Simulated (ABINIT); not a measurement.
ABINIT run on Be (P6_3/mmc, 2 atoms in the cell): relaxation of cell and atoms.

Method of the run: PBE, norm-conserving pseudopotentials (PseudoDojo nc-sr-05 PBE standard) (plane waves; ABINIT).

The input file:

```
# Be, PseudoDojo nc-sr-05 PBE standard
pp_dirpath "./"
pseudos "Be.upf"
acell 4.2310250161 4.2310250161 6.6770732511
rprim
         1.0000000000   -0.0000000018    0.0000000000
        -0.4999999985    0.8660254047    0.0000000000
         0.0000000000    0.0000000000    1.0000000000
natom 2
ntypat 1
znucl 4
typat 1 1
xcart
         0.0000000023    1.2926653234    2.6500162500
         1.1194810098    0.6463326597    0.8833387500
      Angstrom
ecut 88 Ry
occopt 3
tsmear 0.00183747
nband 9
kptopt 1
ngkpt 13 13 8
nshiftk 1
shiftk 0 0 0
nstep 100
tolvrs 1.0e-11
ionmov 22
ntime 40
tolmxf 5.0e-05
optcell 2
dilatmx 1.08
ecutsm 0.5
prtwf 0
prtden 0
prtvol 1
enunit 1
```

Log, with long lists cut:

```
--- !BeginCycle
solver: {iscf: 7, nstep: 100, nline: 4, wfoptalg: 0, }
tolerances: {tolvrs: 1.00E-11, }
...

     iter   Etot(hartree)      deltaE(h)  residm     vres2
 ETOT  1  -27.876159139174    -2.788E+01 1.501E-01 1.330E+00
 ETOT  2  -27.909140680910    -3.298E-02 1.080E-01 2.062E-01
 ETOT  3  -27.909145769218    -5.088E-06 2.137E-03 8.960E-04
 ETOT  4  -27.909145790836    -2.162E-08 7.295E-04 3.124E-05
 ETOT  5  -27.909145792081    -1.245E-09 7.687E-05 2.303E-08
 ETOT  6  -27.909145792082    -1.030E-12 1.871E-04 8.195E-10
 ETOT  7  -27.909145792082     6.395E-14 1.618E-05 3.589E-12
 At SCF step    7       vres2   =  3.59E-12 < tolvrs=  1.00E-11 =>converged.

 Cartesian components of stress tensor (hartree/bohr^3)
  sigma(1 1)= -1.97113888E-04  sigma(3 2)=  0.00000000E+00
  sigma(2 2)= -1.97113888E-04  sigma(3 1)=  0.00000000E+00
  sigma(3 3)= -1.18810216E-04  sigma(2 1)=  3.00903799E-13

---OUTPUT-----------------------------------------------------------------------

 Cartesian coordinates (xcart) [bohr]
  8.95007534751358E-09  2.44278344005159E+00  5.00780495290608E+00
  2.11551251488456E+00  1.22139172022503E+00  1.66926832735607E+00
 Reduced coordinates (xred)
  3.33333335542283E-01  6.66666668853877E-01  7.50000002183752E-01
  6.66666668875617E-01  3.33333335520544E-01  2.50000002183752E-01
 Cartesian forces (fcart) [Ha/bohr]; max,rms= 1.83714E-28 1.07647E-28 (free atoms)
   [... lines left out ...]
 At Broyd/MD step   4, gradients are converged :
 Fermi (or HOMO) energy (eV) =   6.98770   Average Vxc (eV)= -11.09476
   [... lines left out ...]
total_energy        : -2.79095091667677E+01
total_energy_eV     : -7.59456367281104E+02
band_energy         : -1.33381747306361E+01
...

-Cartesian components of stress tensor (GPa)         [Pressure=  2.2375E-03 GPa]
- sigma(1 1)= -5.17376357E-03  sigma(3 2)=  0.00000000E+00
- sigma(2 2)= -5.17376809E-03  sigma(3 1)=  0.00000000E+00
- sigma(3 3)=  3.63497478E-03  sigma(2 1)=  8.55355414E-09

 Calculation completed.
```

The run converged. 

Summary of the result:
```
Quantity                                                                                  Value
------------------------------------  ---------------------------------------------------------
Free energy E − TS                                                                   -759.46 eV
Fermi level (on the code's own zero)                                                    6.99 eV
Pressure                                                                               0.00 GPa
Final cell                            a = b = 2.274 Å, c = 3.560 Å, α = β = 90.00°, γ = 120.00°
Final volume per atom                                                                   7.97 Å³
Relaxation steps                                                                              4
```

The starting cell comes from a database of computed structures (which also holds hypothetical and non-ambient phases and stackings), without a prior relaxation at this level. Its lattice was rescaled by a random factor within 2.5 % of one. The relaxation keeps the symmetry of its start, so its end need not be a minimum.

Cost on one core of a shared machine: roughly 3 min.
